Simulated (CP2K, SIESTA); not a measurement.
A CP2K input for a self-consistent single point of WC (P-6m2, 2 atoms in the cell) (DFT LDA (Pade form), GPW, DZVP-MOLOPT-SR-GTH basis, GTH-PADE potentials (GTH_POTENTIALS)):

```
&GLOBAL
  PROJECT bulk
  RUN_TYPE ENERGY_FORCE
  PRINT_LEVEL MEDIUM
&END GLOBAL
&FORCE_EVAL
  METHOD Quickstep
  STRESS_TENSOR ANALYTICAL
  &DFT
    BASIS_SET_FILE_NAME BASIS_MOLOPT
    POTENTIAL_FILE_NAME GTH_POTENTIALS
    &QS
      METHOD GPW
      EPS_DEFAULT 1E-10
    &END QS
    &MGRID
      CUTOFF 500
      REL_CUTOFF 60
      NGRIDS 5
    &END MGRID
    &SCF
      SCF_GUESS ATOMIC
      EPS_SCF 1E-6
      MAX_SCF 100
      ADDED_MOS 4
      &DIAGONALIZATION
        ALGORITHM STANDARD
      &END DIAGONALIZATION
      &MIXING
        METHOD BROYDEN_MIXING
        ALPHA 0.2
        NBUFFER 10
      &END MIXING
      &SMEAR ON
        METHOD FERMI_DIRAC
        ELECTRONIC_TEMPERATURE [K] 1160.45
      &END SMEAR
    &END SCF
    &KPOINTS
      SCHEME MONKHORST-PACK 9 9 8
      GAMMA_CENTERED T
    &END KPOINTS
    &XC
      &XC_FUNCTIONAL PADE
      &END XC_FUNCTIONAL
    &END XC
    &PRINT
      &MO
        EIGENVALUES T
        OCCUPATION_NUMBERS T
        NDIGITS 8
        FILENAME mo
        &EACH
          QS_SCF 0
        &END EACH
        ADD_LAST NUMERIC
      &END MO
      &MULLIKEN ON
      &END MULLIKEN
    &END PRINT
  &END DFT
  &SUBSYS
    &CELL
      A 2.84425900 0.00000000 0.00000000
      B -1.42212900 2.46320000 0.00000000
      C 0.00000000 0.00000000 2.76902200
      PERIODIC XYZ
    &END CELL
    &COORD
      SCALED
      W        0.00000000     0.00000000     0.00000000
      C        0.66666700     0.33333300     0.50000000
    &END COORD
    &KIND W
      BASIS_SET DZVP-MOLOPT-SR-GTH-q14
      POTENTIAL GTH-PADE-q14
    &END KIND
    &KIND C
      BASIS_SET DZVP-MOLOPT-SR-GTH-q4
      POTENTIAL GTH-PADE-q4
    &END KIND
  &END SUBSYS
  &PRINT
    &FORCES ON
    &END FORCES
    &STRESS_TENSOR ON
    &END STRESS_TENSOR
  &END PRINT
&END FORCE_EVAL
```

Question: Write the same calculation as an input for SIESTA.

Answer: This is the input that was run; spellings and numerical settings could be chosen otherwise.

```
# files in the folder: W.psml C.psml (PseudoDojo LDA standard)
SystemName  WC
SystemLabel WC

NumberOfAtoms                2
NumberOfSpecies              2
%block ChemicalSpeciesLabel
  1 74 W
  2 6 C
%endblock ChemicalSpeciesLabel
LatticeConstant              2.844259 Ang
%block LatticeVectors
     1.000000000    0.000000000    0.000000000
    -0.499999824    0.866025211    0.000000000
     0.000000000    0.000000000    0.973547768
%endblock LatticeVectors
AtomicCoordinatesFormat      ScaledCartesian
%block AtomicCoordinatesAndAtomicSpecies
     0.000000000    0.000000000    0.000000000  1
     0.500000559    0.288674782    0.486773884  2
%endblock AtomicCoordinatesAndAtomicSpecies

XC.functional                LDA
XC.authors                   PW92
PAO.BasisSize                TZP
PAO.EnergyShift              0.01 Ry
MeshCutoff                   350 Ry
%block kgrid.MonkhorstPack
    9   0   0  0.0
    0   9   0  0.0
    0   0   8  0.0
%endblock kgrid.MonkhorstPack
OccupationFunction           FD
ElectronicTemperature        1160.45 K

MaxSCFIterations             150
SCF.Mixer.Method             Pulay
SCF.Mixer.Weight             0.1
SCF.Mixer.History            6
SCF.DM.Tolerance             1.0E-04
Diag.ParallelOverK           true
WriteForces                  true
```

Basis, cutoffs, solver keys and any potentials are the target program's own. This input uses DFT, LDA PW92, numerical atomic orbitals TZP, PseudoDojo LDA standard norm-conserving potentials (rewritten from UPF to PSML). LDA parametrisations can differ slightly between programs. Both were run: pressure -1.37 GPa in CP2K and 22.04 in SIESTA.

On CP2K: the starting cell comes from a database of computed structures (which also holds hypothetical and non-ambient phases and stackings), without a prior relaxation at this level. Its lattice was rescaled by a random factor within 2.5 % of one. Spin polarisation is off. Values carry the incompleteness of an atom-centred basis.

On SIESTA: the starting cell comes from a database of computed structures (which also holds hypothetical and non-ambient phases and stackings), without a prior relaxation at this level. Its lattice was rescaled by a random factor within 2.5 % of one. Spin polarisation is off. Values carry the incompleteness of an atom-centred basis. With a pressure of about 22 GPa the cell is away from its equilibrium volume at this level.
